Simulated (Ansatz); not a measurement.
Partial pair distribution functions of a relaxed model of amorphous Si24O48C, broadened by 0.06 Å; density 2.16 g/cm³. Computed with PBE, scalar-relativistic without spin-orbit coupling (plane waves to 420 eV, PAW; Ansatz, a first-principles code).

A CHGNet melt-quench gave the starting glass, which DFT then relaxed. O atoms were pushed apart under 1.9 Å during the dynamics, to hinder bonds among them. The hot cell started wider than the set density and was brought back towards it in steps. It is the lowest in DFT energy of 2 quenches. It is a model cell: composition and starting density were chosen by hand, and all elements were melted together. No dispersion term was used. Its density started from a set value of 2.20 and ended at 2.16 g/cm³. Cooling (nominally 400 K/ps over its main leg) ran many orders faster than in experiment, which tends to leave more defects and strain. A cell of this size samples the disorder only roughly. The volume was free in the relaxation, at fixed shape. Stress components on the final sampling reach 1.5 GPa.

```json
[
 {"r (Å)": "1.00", "g Si-O": "0.00", "g O-C": "0.01", "g Si-Si": "0.00", "g O-O": "0.00"},
 {"r (Å)": "1.10", "g Si-O": "0.00", "g O-C": "1.15", "g Si-Si": "0.00", "g O-O": "0.00"},
 {"r (Å)": "1.20", "g Si-O": "0.00", "g O-C": "9.16", "g Si-Si": "0.00", "g O-O": "0.00"},
 {"r (Å)": "1.30", "g Si-O": "0.00", "g O-C": "15.65", "g Si-Si": "0.00", "g O-O": "0.00"},
 {"r (Å)": "1.40", "g Si-O": "0.02", "g O-C": "7.15", "g Si-Si": "0.00", "g O-O": "0.00"},
 {"r (Å)": "1.50", "g Si-O": "1.80", "g O-C": "0.26", "g Si-Si": "0.00", "g O-O": "0.00"},
 {"r (Å)": "1.60", "g Si-O": "14.89", "g O-C": "0.00", "g Si-Si": "0.00", "g O-O": "0.00"},
 {"r (Å)": "1.70", "g Si-O": "9.38", "g O-C": "0.00", "g Si-Si": "0.00", "g O-O": "0.00"},
 {"r (Å)": "1.80", "g Si-O": "0.55", "g O-C": "0.00", "g Si-Si": "0.00", "g O-O": "0.00"},
 {"r (Å)": "1.90", "g Si-O": "0.00", "g O-C": "0.00", "g Si-Si": "0.00", "g O-O": "0.00"},
 {"r (Å)": "2.00", "g Si-O": "0.00", "g O-C": "0.00", "g Si-Si": "0.00", "g O-O": "0.00"},
 {"r (Å)": "2.10", "g Si-O": "0.00", "g O-C": "0.00", "g Si-Si": "0.00", "g O-O": "0.03"},
 {"r (Å)": "2.20", "g Si-O": "0.00", "g O-C": "0.00", "g Si-Si": "0.00", "g O-O": "0.22"},
 {"r (Å)": "2.30", "g Si-O": "0.00", "g O-C": "0.00", "g Si-Si": "0.00", "g O-O": "0.19"},
 {"r (Å)": "2.40", "g Si-O": "0.01", "g O-C": "0.00", "g Si-Si": "0.00", "g O-O": "0.08"},
 {"r (Å)": "2.50", "g Si-O": "0.08", "g O-C": "0.00", "g Si-Si": "0.00", "g O-O": "1.30"},
 {"r (Å)": "2.60", "g Si-O": "0.11", "g O-C": "0.00", "g Si-Si": "0.01", "g O-O": "5.38"},
 {"r (Å)": "2.70", "g Si-O": "0.04", "g O-C": "0.00", "g Si-Si": "0.27", "g O-O": "5.73"},
 {"r (Å)": "2.80", "g Si-O": "0.04", "g O-C": "0.00", "g Si-Si": "0.65", "g O-O": "2.16"},
 {"r (Å)": "2.90", "g Si-O": "0.14", "g O-C": "0.22", "g Si-Si": "2.37", "g O-O": "0.57"},
 {"r (Å)": "3.00", "g Si-O": "0.25", "g O-C": "1.75", "g Si-Si": "4.27", "g O-O": "0.37"},
 {"r (Å)": "3.10", "g Si-O": "0.58", "g O-C": "1.78", "g Si-Si": "3.32", "g O-O": "0.32"},
 {"r (Å)": "3.20", "g Si-O": "0.64", "g O-C": "0.46", "g Si-Si": "2.87", "g O-O": "0.49"},
 {"r (Å)": "3.30", "g Si-O": "0.68", "g O-C": "1.48", "g Si-Si": "1.35", "g O-O": "0.44"},
 {"r (Å)": "3.40", "g Si-O": "0.67", "g O-C": "1.41", "g Si-Si": "0.24", "g O-O": "0.48"},
 {"r (Å)": "3.50", "g Si-O": "0.93", "g O-C": "0.19", "g Si-Si": "0.14", "g O-O": "0.58"},
 {"r (Å)": "3.60", "g Si-O": "1.21", "g O-C": "0.05", "g Si-Si": "0.25", "g O-O": "0.38"},
 {"r (Å)": "3.70", "g Si-O": "1.33", "g O-C": "0.66", "g Si-Si": "0.19", "g O-O": "0.46"},
 {"r (Å)": "3.80", "g Si-O": "1.31", "g O-C": "0.95", "g Si-Si": "0.34", "g O-O": "0.57"},
 {"r (Å)": "3.90", "g Si-O": "1.58", "g O-C": "1.55", "g Si-Si": "0.30", "g O-O": "0.77"},
 {"r (Å)": "4.00", "g Si-O": "1.90", "g O-C": "0.82", "g Si-Si": "0.63", "g O-O": "0.70"},
 {"r (Å)": "4.10", "g Si-O": "2.16", "g O-C": "1.61", "g Si-Si": "1.14", "g O-O": "0.76"},
 {"r (Å)": "4.20", "g Si-O": "1.93", "g O-C": "1.61", "g Si-Si": "0.44", "g O-O": "0.93"},
 {"r (Å)": "4.30", "g Si-O": "1.44", "g O-C": "0.87", "g Si-Si": "0.35", "g O-O": "1.06"},
 {"r (Å)": "4.40", "g Si-O": "0.77", "g O-C": "1.02", "g Si-Si": "0.68", "g O-O": "1.03"},
 {"r (Å)": "4.50", "g Si-O": "0.49", "g O-C": "0.73", "g Si-Si": "0.87", "g O-O": "1.09"},
 {"r (Å)": "4.60", "g Si-O": "0.58", "g O-C": "0.06", "g Si-Si": "1.19", "g O-O": "1.13"},
 {"r (Å)": "4.70", "g Si-O": "0.79", "g O-C": "0.02", "g Si-Si": "1.52", "g O-O": "1.16"},
 {"r (Å)": "4.80", "g Si-O": "1.00", "g O-C": "0.45", "g Si-Si": "1.51", "g O-O": "1.29"},
 {"r (Å)": "4.90", "g Si-O": "0.96", "g O-C": "1.32", "g Si-Si": "1.46", "g O-O": "1.31"},
 {"r (Å)": "5.00", "g Si-O": "0.80", "g O-C": "1.77", "g Si-Si": "1.52", "g O-O": "1.44"},
 {"r (Å)": "5.10", "g Si-O": "0.67", "g O-C": "1.59", "g Si-Si": "1.34", "g O-O": "1.59"},
 {"r (Å)": "5.20", "g Si-O": "0.83", "g O-C": "0.69", "g Si-Si": "1.33", "g O-O": "1.47"}
]
```

Within 1.90 Å each Si has 3.83 O neighbours on average.
